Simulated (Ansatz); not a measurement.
Worked example: self-consistent single point of HgPt₃ (Cmm2, 4 atoms in the cell) in Ansatz (a first-principles code).

Computed with PBEsol, default PAW files made with PBE (plane waves; Ansatz).

```xyz
4
Lattice="2.9056 -3.9607 0.0000 2.9056 3.9607 0.0000 0.0000 0.0000 2.8970" Properties=species:S:1:pos:R:3 pbc="T T T"
Hg     0.0000     0.0000     0.0500
Pt     2.9056     0.0000     0.0000
Pt     1.4528     1.9803     1.4485
Pt     1.4528    -1.9803     1.4485
```

Reference input (self-consistent single point, DFT, PBEsol, plane waves, default PAW files made with PBE): basis.ecutwfc = 420 eV; kpoints.mp_grid.grid = 6 6 9; hamiltonian.xc = pbesol; hamiltonian.pseudopotentials = {kind: paw} (the program's default PAW files); scf.occupations.method = fermi_dirac; scf.occupations.width = 0.1 eV. This run's input differs from it in these lines:

Ansatz 0.2 input:
```diff
@@ -12,3 +12,3 @@
 basis:
-  ecutwfc: 420.0 eV
+  ecutwfc: 735.0 eV
 kpoints:
```

Output (repeated stretches shortened):

```
SCF iter   1: F=—  HF=-50819.467549 eV  |F-HF|=—  |Δ(HF+E_count)|=         —  Δρ=8.73e-3  dr2=4.36e-2  ethr=1.77e-3  ⟨swp⟩=6.1  Hψ=10079  notcnv=0  defer=41
all-band conjugate gradients solve this SCF's bands
preconditioner: auto → Kerker (q_TF=auto, 2.776 Å⁻¹)
SCF iter   2: F=—  HF=-50819.462406 eV  |F-HF|=—  |Δ(HF+E_count)|=   5.14e-3  Δρ=4.22e-3  dr2=1.14e-2  ethr=5.90e-5  ⟨swp⟩=2.0  Hψ=4153  notcnv=0  defer=48
SCF iter   3: F=—  HF=-50819.459825 eV  |F-HF|=—  |Δ(HF+E_count)|=   2.58e-3  Δρ=6.73e-4  dr2=3.85e-4  ethr=1.55e-5  ⟨swp⟩=2.0  Hψ=3957  notcnv=0  defer=48
SCF iter   4: F=—  HF=-50819.459765 eV  |F-HF|=—  |Δ(HF+E_count)|=   5.94e-5  Δρ=1.56e-4  dr2=5.09e-5  ethr=5.20e-7  ⟨swp⟩=1.7  Hψ=3645  notcnv=0  defer=48
SCF iter   5: F=—  HF=-50819.459749 eV  |F-HF|=—  |Δ(HF+E_count)|=   1.60e-5  Δρ=5.10e-5  dr2=2.38e-6  ethr=6.88e-8  ⟨swp⟩=1.9  Hψ=3447  notcnv=0  defer=48
SCF iter   6: F=-50819.459749 eV  HF=-50819.459749 eV  |F-HF|=5.30e-8  |Δ(HF+E_count)|=   5.28e-7  Δρ=1.16e-5  dr2=9.77e-8  ethr=1.35e-10  ⟨swp⟩=7.9  Hψ=14221  notcnv=0
SCF 1 converged in 6 iterations: F = -50819.459749 eV  dr2 = 9.77e-8
Free energy (F): -50819.459749 eV
Internal energy: -50819.344446 eV  (E = F + TS)
E sigma→0 (E₀):  -50819.402097 eV
Entropy (-TS):   -0.115303 eV (-28.826 meV/atom)
Fermi energy:    20.803643 eV
--- Forces (eV/Å), atoms counted from 1 ---
  atom   1  Hg     0.00000000     0.00000000    -0.17451074
  atom   2  Pt     0.00000000     0.00000000    -0.01777732
  atom   3  Pt    -0.00000000     0.00000000     0.09614296
  atom   4  Pt     0.00000000     0.00000000     0.09614296
--- Stress (GPa, compression-positive) ---
       -7.268141       0.000000       0.000000
        0.000000      -7.980253       0.000000
        0.000000       0.000000      -9.592125
  P = ⅓ Tr σ = -8.2802 GPa (-82.802 kbar)
  The stress holds the Pulay correction. Without it, at fixed plane waves, as pw.x and ABINIT print it: P = -8.2812 GPa
```

The run converged in 6 iterations. Against the reference run the free energy falls by 1.7 meV/atom, the pressure moves little (-8.27 to -8.28 GPa) and the largest force stays at 0.175 eV/Å.

The starting cell comes from a database of computed structures (which also holds hypothetical and non-ambient phases and stackings), without a prior relaxation at this level. Its lattice was rescaled by up to half a per cent. One atom was moved a little off its site on purpose. Spin polarisation is off. Ansatz's pressure includes its estimate of the finite-basis (Pulay) stress.

Cost on one core of a shared machine: roughly 30 s.
